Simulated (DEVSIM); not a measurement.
Structure: Si p-i-n diode, at 350 K.

Layer 1 from the left is Si, thickness (μm) 0.150, Na (cm⁻³) 6.3e17, τn (s) 5.1e-6, τp (s) 5.1e-6. Layer 2 from the left is Si, thickness (μm) 1.40, Nd (cm⁻³) 8.6e11, τn (s) 5.1e-6, τp (s) 5.1e-6. Layer 3 from the left is Si, thickness (μm) 2.90, Nd (cm⁻³) 5.9e18, τn (s) 5.1e-6, τp (s) 5.1e-6.

Left contact: ohmic. Right contact: ohmic. Voltage is applied to the left contact. Recombination: SRH at mid-gap, radiative. Mobility is constant in doping.

This is a model device: material constants are rounded textbook-type values typed into the input, and sizes, dopings and lifetimes were drawn at random. Values at 300 K; Nc and Nv go as T^1.5, mobilities as T to minus their exponent, the gap by Varshni's rule with the affinity fixed.

Si: gap (eV) 1.124, affinity (eV) 4.05, permittivity 11.7, Nc (cm⁻³) 2.86e19, Nv (cm⁻³) 3.1e19, μn (cm²/Vs) 1417, μp (cm²/Vs) 470, T exponent of μn 2.3, T exponent of μp 2.2, B (cm³/s) 4.7e-15, Varshni α (eV/K) 0.000473, Varshni β (K) 636.

Model (solved in DEVSIM): 1D drift-diffusion, Boltzmann statistics, complete ionisation; no tunnelling, impact ionisation, image-force lowering or self-heating.

Q: What does the simulation give for the dark forward voltage at 1 A/cm², the dark forward voltage at 100 A/cm², the potential step across the device at zero bias?

A: dark forward voltage at 1 A/cm² 0.496 V; dark forward voltage at 100 A/cm² 0.640 V; potential step across the device at zero bias 0.932 V.
